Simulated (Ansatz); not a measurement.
Results of G0W0@PBEsol in Ansatz (hard PAW, contour deformation) for BAs (model structure, P6₂22, No. 180, 6 atoms in the cell).

The cell is the one relaxed with PBEsol. Conventional cell: a = 3.4286 Å, b = 3.4286 Å, c = 7.3963 Å, α = 90.00°, β = 90.00°, γ = 120.00°.

The quasiparticle gap at Γ at a fixed k mesh 3×3×2:

| response cutoff | value (eV) |
|---|---|
| 150 eV, 577 empty bands | 2.693 |
| 200 eV, 888 empty bands | 2.713 |
| 250 eV, 1242 empty bands | 2.723 |
| 300 eV, 1632 empty bands | 2.727 |

Question: Taking the value to converge with the response cutoff E as E^(−3/2), extrapolate from the last two rows.

Answer: With y = y∞ + c/w and weights w = 3953 and 5196 for the last two rows, y∞ = (w2 y2 − w1 y1)/(w2 − w1) = (5196 × 2.727 − 3953 × 2.723)/1243 = 2.740 eV, which lies 0.013 beyond the last row. Successive pairs of rows give 2.750, 2.748, 2.740. The limit also hangs on the law assumed, so its last digits aren't firm.

The other settings are not extrapolated, so this is the limit in one setting alone.

At the last cutoff the smallest gap on this mesh is 1.20 eV, with an edge away from Γ.

Spin–orbit coupling is not included.

A model structure was made by putting elements into a prototype or built by hand; it is no filed structure, need not be a known phase, and can be a saddle point held by its symmetry.

Ansatz is an electronic-structure program.
